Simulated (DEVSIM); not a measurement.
Device: abrupt Si n-p junction, at 300 K.

```csv
layer (left to right),material,thickness (μm),Nd (cm⁻³),Na (cm⁻³),τn (s),τp (s)
1,Si,96.0,1.3e15,-,0.00039,0.00039
2,Si,0.570,-,3.7e14,0.00039,0.00039
```

Left contact: ohmic. Right contact: ohmic. Voltage is applied to the left contact. Recombination: SRH at mid-gap, Auger. Mobility is constant in doping.

The device is made up for the run: typed textbook-type constants, with dimensions and the other settings drawn at random. Values at 300 K.

```
parameter           Si
-------------  -------
gap (eV)         1.124
affinity (eV)     4.05
permittivity      11.7
Nc (cm⁻³)      2.86e19
Nv (cm⁻³)       3.1e19
μn (cm²/Vs)       1417
μp (cm²/Vs)        470
Cn (cm⁶/s)     2.8e-31
Cp (cm⁶/s)     9.9e-32
```

Simulated with DEVSIM: 1D drift-diffusion, Boltzmann statistics, complete ionisation; no tunnelling, impact ionisation, image-force lowering or self-heating.

The doping Nd of layer 1 was swept, all else fixed.

```json
[
 {"doping Nd of layer 1 (cm^-3)": "3.9e13", "dark forward voltage at 1 A/cm² (V)": "0.940", "potential step across the device at zero bias (V)": "0.482", "largest field in the device at zero bias (V/cm)": "2200"},
 {"doping Nd of layer 1 (cm^-3)": "1.3e14", "dark forward voltage at 1 A/cm² (V)": "0.716", "potential step across the device at zero bias (V)": "0.513", "largest field in the device at zero bias (V/cm)": "3800"},
 {"doping Nd of layer 1 (cm^-3)": "3.9e14", "dark forward voltage at 1 A/cm² (V)": "0.539", "potential step across the device at zero bias (V)": "0.541", "largest field in the device at zero bias (V/cm)": "5800"},
 {"doping Nd of layer 1 (cm^-3)": "1.3e15", "dark forward voltage at 1 A/cm² (V)": "0.451", "potential step across the device at zero bias (V)": "0.572", "largest field in the device at zero bias (V/cm)": "8200"},
 {"doping Nd of layer 1 (cm^-3)": "3.9e15", "dark forward voltage at 1 A/cm² (V)": "?", "potential step across the device at zero bias (V)": "0.601", "largest field in the device at zero bias (V/cm)": "?"},
 {"doping Nd of layer 1 (cm^-3)": "1.3e16", "dark forward voltage at 1 A/cm² (V)": "0.407", "potential step across the device at zero bias (V)": "0.632", "largest field in the device at zero bias (V/cm)": "12000"},
 {"doping Nd of layer 1 (cm^-3)": "3.9e16", "dark forward voltage at 1 A/cm² (V)": "0.401", "potential step across the device at zero bias (V)": "0.660", "largest field in the device at zero bias (V/cm)": "15000"}
]
```

Task: Fill in the missing entries.

Result: 
- 3.9e15, dark forward voltage at 1 A/cm² (V): 0.423
- 3.9e15, largest field in the device at zero bias (V/cm): 10000
